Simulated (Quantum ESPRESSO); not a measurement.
**Several settings converged on RuAl (Pm-3m, 2 atoms in the cell)**

```
RuAl
1.0
    2.97505     0.00000     0.00000
    0.00000     2.97505     0.00000
    0.00000     0.00000     2.97505
Al Ru
1 1
Direct
  0.50000   0.50000   0.50000
  0.00000   0.00000   0.00000
```

Base method: PBE, SSSP 1.1.2 efficiency (PBE) pseudopotentials (plane waves; Quantum ESPRESSO).

Base settings: ecutwfc = 60 Ry; ecutrho = 480 Ry; occupations = smearing; smearing = fermi-dirac; degauss = 0.0073499 Ry; potentials = {Al: Al.pbe-n-kjpaw_psl.1.0.0.UPF, Ru: Ru_ONCV_PBE-1.0.oncvpsp.upf}; K_POINTS = automatic 9 9 9 0 0 0; conv_thr = 1e-11 Ry; mixing_beta = 0.5.

**Zone-centre phonons against the mesh**

In this ladder: ph.x.tr2_ph = 1e-14; ph.x.fildyn = dyn.G; dynmat.x.fildyn = dyn.G; dynmat.x.asr = crystal.

Frequencies are those of the unrelaxed cell, without the LO-TO term of polar crystals.

Only quantities that move along the ladder and can be compared are tabulated.

| K_POINTS | highest zone-centre frequency (cm⁻¹) |
|---|---|
| automatic 3 3 3 0 0 0 | 330.3 |
| automatic 5 5 5 0 0 0 | 325.1 |
| automatic 7 7 7 0 0 0 | 323.4 |
| automatic 13 13 13 0 0 0 | 324.4 |

Coarsest K_POINTS that holds the highest zone-centre frequency within 2 cm⁻¹ of the last step, with all finer ones: automatic 5 5 5 0 0 0; the step before is off by 5.9 cm⁻¹.

**Zone-centre phonons against the SCF threshold**

In this ladder: ph.x.tr2_ph = 1e-14; ph.x.fildyn = dyn.G; dynmat.x.fildyn = dyn.G; dynmat.x.asr = crystal.

The mesh stays at the base's, so the ladder's end is converged at best in this setting alone.

Frequencies are those of the unrelaxed cell, without the LO-TO term of polar crystals.

Only quantities that move along the ladder and can be compared are tabulated.

```csv
conv_thr,highest zone-centre frequency (cm⁻¹)
7.3e-05 Ry,341.5
7.3e-07 Ry,324.9
7.3e-09 Ry,324.9
7.3e-13 Ry,324.7
```

Coarsest conv_thr that holds the highest zone-centre frequency within 5 cm⁻¹ of the last step, with all finer ones: 7.3e-07 Ry; the step before is off by 17 cm⁻¹.

On the base run: the starting cell has typed, rounded lattice constants, without a prior relaxation at this level. Its lattice was rescaled by up to half a per cent. Spin polarisation is off. In the base run, with a pressure of about 6 GPa the cell is away from its equilibrium volume at this level.
